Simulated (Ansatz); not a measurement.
Computed with PBE (plane waves to 420 eV, PAW; Ansatz, a first-principles code).

Plane-averaged electrostatic potential energy along the normal, in eV from the Fermi level, for a constructed model of the (0001) surface of hcp Hf, a pseudomorphic layer of Cu in the host's stacking (bottom of the slab: a bare face, its two planes held):

| z (Å) | V (eV) |
|---|---|
| 3.79 | 4.35 |
| 4.08 | 4.35 |
| 4.37 | 4.34 |
| 4.67 | 4.33 |
| 4.96 | 4.30 |
| 5.25 | 4.24 |
| 5.54 | 4.14 |
| 5.83 | 3.93 |
| 6.12 | 3.56 |
| 6.42 | 2.87 |
| 6.71 | 1.63 |
| 7.00 | -0.56 |
| 7.29 | -4.51 |
| 7.58 | -9.82 |
| 7.87 | -13.12 |
| 8.17 | -13.70 |
| 8.46 | -12.02 |
| 8.75 | -7.54 |
| 9.04 | -2.53 |
| 9.33 | -0.44 |
| 9.62 | -1.40 |
| 9.92 | -5.56 |
| 10.21 | -10.68 |
| 10.50 | -13.24 |
| 10.79 | -13.34 |
| 11.08 | -10.96 |
| 11.37 | -5.93 |
| 11.67 | -1.63 |
| 11.96 | -0.38 |
| 12.25 | -2.02 |
| 12.54 | -6.66 |
| 12.83 | -11.42 |
| 13.12 | -13.39 |
| 13.42 | -13.05 |
| 13.71 | -10.17 |
| 14.00 | -5.02 |
| 14.29 | -1.39 |
| 14.58 | -0.92 |
| 14.87 | -3.52 |
| 15.17 | -8.64 |
| 15.46 | -12.47 |
| 15.75 | -13.53 |
| 16.04 | -12.39 |
| 16.33 | -8.43 |
| 16.62 | -3.26 |
| 16.92 | -0.64 |
| 17.21 | -0.98 |
| 17.50 | -4.35 |
| 17.79 | -9.62 |
| 18.08 | -12.90 |
| 18.37 | -13.48 |
| 18.67 | -11.80 |
| 18.96 | -7.34 |
| 19.25 | -2.60 |
| 19.54 | -0.91 |
| 19.83 | -2.38 |
| 20.12 | -6.96 |
| 20.42 | -11.60 |
| 20.71 | -13.54 |
| 21.00 | -13.21 |
| 21.29 | -10.30 |
| 21.58 | -5.27 |
| 21.87 | -2.21 |
| 22.17 | -4.01 |
| 22.46 | -8.05 |
| 22.75 | -9.94 |
| 23.04 | -8.68 |
| 23.33 | -4.29 |
| 23.62 | 0.32 |
| 23.92 | 2.16 |
| 24.21 | 2.92 |
| 24.50 | 3.28 |
| 24.79 | 3.46 |
| 25.08 | 3.55 |
| 25.37 | 3.59 |
| 25.67 | 3.61 |
| 25.96 | 3.62 |
| 26.25 | 3.63 |
| 26.54 | 3.63 |
| 26.83 | 3.63 |
| 27.12 | 3.63 |

Model: 7-atom slab, 15.3 Å thick at the start, 13x13x1 mesh, Fermi-Dirac 0.1 eV, dipole correction, 2 atoms held, the rest relaxed; symmetry of the start imposed; no spin, no spin-orbit, no U. It is one candidate, not shown to be the stable structure of the face.

Task: The surface cell has an area of 8.90 Å². What dipole along the normal does the step between the two vacuum levels imply?

Result: the top vacuum level lies 0.73 eV below the bottom one; p = −ε₀ A ΔV (ε₀ = 0.005526 e/(V·Å)) gives 0.04 e·Å a cell.
